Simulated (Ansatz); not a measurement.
Given:

End structure of O on the 1x1 (100) surface of fcc Cu, one in a 1x1 cell, started at the site 'hollow Cu-Cu-Cu-Cu over Cu at depth 1.8 Å':

```xyz
5
Lattice="2.5668 0.0000 0.0000 0.0000 2.5668 0.0000 0.0000 0.0000 24.5000" Properties=species:S:1:pos:R:3 pbc="T T T"
Cu     1.2834     1.2834     9.5761
Cu     0.0000     0.0000    11.3366
Cu     1.2834     1.2834    13.1221
Cu     0.0000     0.0000    15.2485
O      1.2834     1.2834    15.7582
```

Model: 5-atom slab, 5.3 Å thick at the start under the adsorbate (thin: gaps and levels are the slab's own), 12x12x1 mesh, Fermi-Dirac 0.1 eV, dipole correction, 2 atoms held, the rest relaxed; held to the start's symmetry, so lower structures may exist; spin-polarised, no spin-orbit, no U, no dispersion correction. The starting moment vanished. At the end it is bonded to 4 Cu. In PBE it is, or lies within 0.03 eV of, the lowest of the starts that converged.

A negative adsorption energy means that the adsorbate is more stable on the surface than in its reference.

Task: What is the computed work function of the top face (Ansatz (an electronic-structure program) with PBE)?

Result: 5.68 eV

Task: Predict the adsorption energy against ½ O2(g) from PBE.

Result: -0.60 eV

Task: Give the change of the work function at the level PBE.

Result: 1.14 eV

Task: Give the change of the step from the bottom to the top vacuum level, against the clean slab at the level PBE.

Result: 1.26 eV
